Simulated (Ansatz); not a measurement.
C vacancy (V_C) in 6H silicon carbide: one set of geometries, relaxed with PBE, evaluated in Ansatz (PAW, plane waves to 420 eV, 500 eV under r2SCAN) with PBE, r2SCAN.

Cell and caveats: 144-site cell; 2×2×1 shifted k-points; start: the C(k2) site; charged states image-corrected; not converged in cell size; flagged in the runs: a host whose relaxation on this sampling wasn't shown to rest.

```csv
quantity,PBE,r2SCAN
host gap (eV),2.01,___
ε(+2/+1) above the VBM (eV),1.10,___
ε(0/−1) above the VBM (eV),not bound,not settled
ε(−1/−2) above the VBM (eV),not bound,not settled
largest moment on one atom at charge +1 (μB),0.04,___
```

Task: Given the lower rungs, what does r2SCAN give?

Result: 
- host gap (eV), r2SCAN: 2.37
- ε(+2/+1) above the VBM (eV), r2SCAN: 1.25
- largest moment on one atom at charge +1 (μB), r2SCAN: 0.04

"Not bound" means that the carrier spreads over host band states in this cell; a shallow level, bound over tens of ångströms, can't be resolved here.

Ansatz is a quantum-chemistry and plane-wave program.
